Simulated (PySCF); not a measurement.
PySCF 2.14.0, HF/def2-svp: Si(Me)3(Cl) (C[Si](C)(C)Cl), 14 atoms. The geometry is a generated start, not checked to be a minimum at this level.

| Item | Result |
|---|---|
| task | energy and gradient |
| basis | def2-svp |
| mol.max_memory | 7000 MB |
| mf.init_guess | minao (default) |
| mf.DIIS | CDIIS (default) |
| mf.diis_space | 8 (default) |
| mf.conv_tol | 1e-09 (default) |
| basis functions (reference run) | 123 |

```xyz
14

C     -0.7404     1.6104    -0.3860
Si     0.1567     0.1237     0.3959
C      1.6323    -0.4148    -0.6822
C     -1.0521    -1.3239     0.6612
Cl     0.8766     0.6988     2.2214
H     -1.1534     1.3547    -1.3567
H     -1.5597     1.9524     0.2400
H     -0.0665     2.4508    -0.5264
H      2.1787    -1.2350    -0.2256
H      1.3032    -0.7452    -1.6630
H      2.3330     0.4019    -0.8295
H     -1.4446    -1.6875    -0.2831
H     -1.8971    -1.0266     1.2757
H     -0.5668    -2.1596     1.1583
```
Charge 0, spin multiplicity 1.

The reference run uses exact four-centre integrals. Each setting ran once; only counts and results are compared.

Settings tried, all else as in the reference:
- density fitting, auxbasis = def2-universal-jfit
- density fitting, auxbasis = autoaux
- density fitting of J alone, exact K
- density fitting

Q: Sort the settings: which keep to the reference within 1.0 meV/atom in energy, 10 meV/Å in forces (largest component), and which don't?

A: Within it: density fitting; density fitting of J alone, exact K; density fitting, auxbasis = autoaux. Outside: density fitting, auxbasis = def2-universal-jfit.

```json
[
 {"setting": "density fitting", "energy against the reference": "+0.095 meV/atom", "difference in forces (largest component)": "0.43 meV/Å"},
 {"setting": "density fitting of J alone, exact K", "energy against the reference": "−0.25 meV/atom", "difference in forces (largest component)": "0.65 meV/Å"},
 {"setting": "density fitting, auxbasis = autoaux", "energy against the reference": "+0.38 meV/atom", "difference in forces (largest component)": "7.2 meV/Å"},
 {"setting": "density fitting, auxbasis = def2-universal-jfit", "energy against the reference": "+7000 meV/atom", "difference in forces (largest component)": "3800 meV/Å"}
]
```

Total energies are compared; such shifts often cancel in part in energy differences. def2-universal-jfit is made for Coulomb alone and misses functions that exchange needs. Also tried and not ranked: density fitting, auxbasis = def2-universal-jkfit (same energy as a listed run); COSX exchange (sgx_fit, pjs) with fitted J, mf.with_df.grids_level_i = 1, mf.with_df.grids_level_f = 1 (gradient came out as NaN); COSX exchange (sgx_fit, pjs) with fitted J, mf.with_df.grids_level_i = 1, mf.with_df.grids_level_f = 2 (default) (gradient came out as NaN); COSX exchange (sgx_fit, pjs) with fitted J, mf.with_df.grids_level_i = 1, mf.with_df.grids_level_f = 3 (gradient came out as NaN); COSX exchange (sgx_fit, pjs) with fitted J, mf.with_df.grids_level_i = 1, mf.with_df.grids_level_f = 4 (gradient came out as NaN). The tolerance is a choice made for this comparison.
